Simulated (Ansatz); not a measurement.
Worked calculations on one periodic cell of amorphous Ti20O41Ag2: Ti20O41Ag2, 63 atoms, volume 784.0 Å³, made by a melt-quench on the CHGNet potential and relaxed with DFT. O atoms were pushed apart under 1.9 Å during the dynamics, to hinder bonds among them. It is a model cell: composition and starting density were chosen by hand, and all elements were melted together. Cycles of charging were run to anneal it. These are PBE, scalar-relativistic without spin-orbit coupling (plane waves to 420 eV, PAW; Ansatz, a quantum-chemistry and plane-wave program) values and carry that method's errors. Sampling: a 2×2×2 Γ-centred mesh; Fermi-Dirac width 0.02 eV; no spin polarisation. Its volume was held where the quench left it, its shape was free, and it stands at a mean pressure of -0.1 GPa with stress components up to 0.1 GPa; the relaxation ran on the zone centre alone. Its density went from a set 3.87 to 3.87 g/cm³. The cell is small and was quenched far faster than a real film, so it is one sample of the glass.

Four energies for an added electron at PBE on the zone centre alone (charged cells in a uniform background, spin-polarised): neutral at the neutral geometry -88513.747 eV; charged at the neutral geometry -88504.312 eV; charged and relaxed -88504.422 eV; neutral at the charged geometry -88513.500 eV.

Q: Find the two relaxation energies and their sum, the reorganisation energy.

A: On charging: -88504.312 − (-88504.422) = 0.110 eV. On discharging: -88513.500 − (-88513.747) = 0.247 eV. The sum is 0.357 eV. The carrier's level spreads over 8 of the 63 atoms' worth, so it counts as partly localised, most on one Ti atom with neighbours O 1.79 Å, O 1.79 Å, O 1.91 Å, O 2.09 Å, O 2.14 Å, Ag 3.11 Å (neutral geometry). The values are uncorrected: the image energy of a point charge in this cell, 2.84 × 14.40 / (2 × 9.2) = 2.2 eV before screening, is screened by electrons alone at the fixed geometry and by ions too after relaxing, and the carrier can be spread before it relaxes, so each term can be off by up to that value times 1/ε∞, some tenths of an eV. PBE's self-interaction favours spread-out carriers, so a hybrid can localise more.

Four energies for a hole at PBE on the zone centre alone (charged cells in a uniform background, spin-polarised): neutral at the neutral geometry -88513.747 eV; charged at the neutral geometry -88520.572 eV; charged and relaxed -88520.804 eV; neutral at the charged geometry -88513.096 eV.

Q: Find the two relaxation energies and their sum, the reorganisation energy.

A: On charging: -88520.572 − (-88520.804) = 0.232 eV. On discharging: -88513.096 − (-88513.747) = 0.651 eV. The sum is 0.883 eV. The carrier's level spreads over 5 of the 63 atoms' worth, so it counts as localised, most on one Ag atom with neighbours O 2.33 Å, O 2.38 Å, O 2.40 Å, O 2.53 Å (neutral geometry). The values are uncorrected: the image energy of a point charge in this cell, 2.84 × 14.40 / (2 × 9.2) = 2.2 eV before screening, is screened by electrons alone at the fixed geometry and by ions too after relaxing, and the carrier can be spread before it relaxes, so each term can be off by up to that value times 1/ε∞, some tenths of an eV. PBE's self-interaction favours spread-out carriers, so a hybrid can localise more.
